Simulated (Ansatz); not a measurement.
Here is the system:

End structure of the (212) surface of tetragonal MoSi2 in its 1x1 cell (cut with top plane Mo + Si, bottom plane Mo + Si), outermost plane spacing 0.23 Å in the ideal cut:

```yaml
crystal:
  lattice:
    - [7.19350, 0.00000, 0.00000]
    - [1.43870, 8.38192, 0.00000]
    - [0.00000, 0.00000, 27.00000]
  atoms:
    - { symbol: Si, position: [0.45659, 0.64744, 0.30808] }
    - { symbol: Mo, position: [0.20495, 0.46813, 0.31752] }
    - { symbol: Si, position: [0.94221, 0.30318, 0.32144] }
    - { symbol: Si, position: [0.67426, 0.11376, 0.33519] }
    - { symbol: Mo, position: [0.41567, 0.93382, 0.34106] }
    - { symbol: Si, position: [0.14890, 0.75967, 0.34835] }
    - { symbol: Si, position: [0.88539, 0.58081, 0.35507] }
    - { symbol: Mo, position: [0.61855, 0.41124, 0.36367] }
    - { symbol: Si, position: [0.34902, 0.23551, 0.36659] }
    - { symbol: Si, position: [0.08939, 0.05434, 0.37479] }
    - { symbol: Mo, position: [0.82571, 0.88019, 0.38828] }
    - { symbol: Si, position: [0.56117, 0.70682, 0.39414] }
    - { symbol: Si, position: [0.29459, 0.52726, 0.40432] }
    - { symbol: Mo, position: [0.02714, 0.35026, 0.41377] }
    - { symbol: Si, position: [0.76617, 0.17588, 0.42161] }
    - { symbol: Si, position: [0.49660, 0.99995, 0.42903] }
    - { symbol: Mo, position: [0.23516, 0.82194, 0.43871] }
    - { symbol: Si, position: [0.97164, 0.64546, 0.44653] }
    - { symbol: Si, position: [0.70456, 0.46949, 0.45342] }
    - { symbol: Mo, position: [0.44158, 0.29362, 0.46215] }
    - { symbol: Si, position: [0.17546, 0.11744, 0.46976] }
    - { symbol: Si, position: [0.91205, 0.94006, 0.47800] }
    - { symbol: Mo, position: [0.64839, 0.76506, 0.48679] }
    - { symbol: Si, position: [0.38215, 0.58996, 0.49570] }
    - { symbol: Si, position: [0.11802, 0.40920, 0.50430] }
    - { symbol: Mo, position: [0.85178, 0.23410, 0.51321] }
    - { symbol: Si, position: [0.58812, 0.05910, 0.52200] }
    - { symbol: Si, position: [0.32471, 0.88172, 0.53024] }
    - { symbol: Mo, position: [0.05859, 0.70554, 0.53785] }
    - { symbol: Si, position: [0.79561, 0.52966, 0.54658] }
    - { symbol: Si, position: [0.52853, 0.35370, 0.55347] }
    - { symbol: Mo, position: [0.26501, 0.17721, 0.56129] }
    - { symbol: Si, position: [0.00357, 0.99921, 0.57097] }
    - { symbol: Si, position: [0.73400, 0.82327, 0.57839] }
    - { symbol: Mo, position: [0.47303, 0.64889, 0.58623] }
    - { symbol: Si, position: [0.20558, 0.47189, 0.59568] }
    - { symbol: Si, position: [0.93900, 0.29233, 0.60586] }
    - { symbol: Mo, position: [0.67446, 0.11896, 0.61172] }
    - { symbol: Si, position: [0.41078, 0.94482, 0.62521] }
    - { symbol: Si, position: [0.15115, 0.76365, 0.63341] }
    - { symbol: Mo, position: [0.88162, 0.58792, 0.63633] }
    - { symbol: Si, position: [0.61478, 0.41834, 0.64493] }
    - { symbol: Si, position: [0.35127, 0.23949, 0.65165] }
    - { symbol: Mo, position: [0.08449, 0.06533, 0.65894] }
    - { symbol: Si, position: [0.82591, 0.88539, 0.66481] }
    - { symbol: Si, position: [0.55796, 0.69598, 0.67856] }
    - { symbol: Mo, position: [0.29522, 0.53103, 0.68248] }
    - { symbol: Si, position: [0.04358, 0.35171, 0.69192] }
```

Model: 48-atom slab, Mo16Si32, 10.6 Å thick at the start, 6x5x1 mesh, Fermi-Dirac 0.1 eV, dipole correction, all atoms relaxed; symmetry of the start imposed; no spin, no spin-orbit, no U.

Q: What is the computed work function of the top face (PBE (Ansatz, a quantum-chemistry and plane-wave program))?

A: 4.32 eV
